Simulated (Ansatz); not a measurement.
**TiC: biaxial strain +2.50 %, plane normal [001], relaxed out of plane**

Base system: TiC in the rock salt structure (space group Fm-3m, No. 225; a = 4.2609 Å; relaxed with 0.1 eV smearing). Axes: x, y, z lie along the cube axes.

It is then changed as follows: tensile biaxial strain of 2.50 % in the plane normal to [001], as in epitaxy on a mismatched substrate; the out-of-plane cell vector and the atoms relax.

Computed with Kohn–Sham DFT with the LDA functional, run in Ansatz (a first-principles code) with PAW and 420 eV plane waves, no spin-orbit coupling. Settings: 23×23×23 k-points, 0.1 eV Fermi–Dirac smearing.

The volume per atom grows by 0.38 Å³ to 10.05 Å³ and the space group changes from Fm-3m (No. 225) to I4/mmm (No. 139). The shortest interatomic distance drops by 0.022 Å, from 2.130 Å to 2.108 Å and the energy increases by 23 meV/atom. The pressure (mean of the normal stresses, compression positive) goes from zero to -9.6 GPa and the band gap stays zero. The out-of-plane strain amounts to -1.04 % and the ratio −ε⊥/ε∥ amounts to 0.41. The mean in-plane stress (compression positive) comes out as -14.3 GPa.

Whether these cells are dynamically stable was not tested. All final runs are without spin polarisation.
